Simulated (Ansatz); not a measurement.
## KTaO3, pressure series

Start from KTaO3 in the cubic perovskite structure (space group Pm-3m, No. 221; a = 3.985 Å).

Cell and atoms are relaxed at each pressure.

The values are results of PBEsol/PAW in Ansatz (an electronic-structure program), no SOC, not measurements.

| variant | shortest interatomic distance | density | band gap |
|---|---|---|---|
| base | 1.993 Å | 7.03 g/cm³ | 2.14 eV |
| pressure −2 GPa | 1.999 Å | 6.96 g/cm³ | 2.11 eV |
| pressure −1 GPa | 1.996 Å | 7.00 g/cm³ | 2.12 eV |
| pressure 0.3 GPa | 1.992 Å | 7.04 g/cm³ | 2.14 eV |
| pressure 0.7 GPa | ? | ? | 2.14 eV |
| pressure 1.5 GPa | 1.988 Å | 7.08 g/cm³ | 2.15 eV |
| pressure 3 GPa | 1.983 Å | 7.13 g/cm³ | 2.17 eV |
| pressure 5 GPa | 1.977 Å | 7.20 g/cm³ | 2.18 eV |
| pressure 7.5 GPa | 1.970 Å | 7.28 g/cm³ | 2.21 eV |
| pressure 10 GPa | 1.963 Å | 7.35 g/cm³ | 2.23 eV |

Question: Complete the table.

Answer: 
- pressure 0.7 GPa, shortest interatomic distance: 1.990 Å
- pressure 0.7 GPa, density: 7.06 g/cm³

Spin-orbit coupling, missing from the scalar runs, can matter with Ta. Load acts through the strain it causes; cell and atoms are relaxed under it. Whether these cells are dynamically stable was not tested. No other phases were tried under pressure.
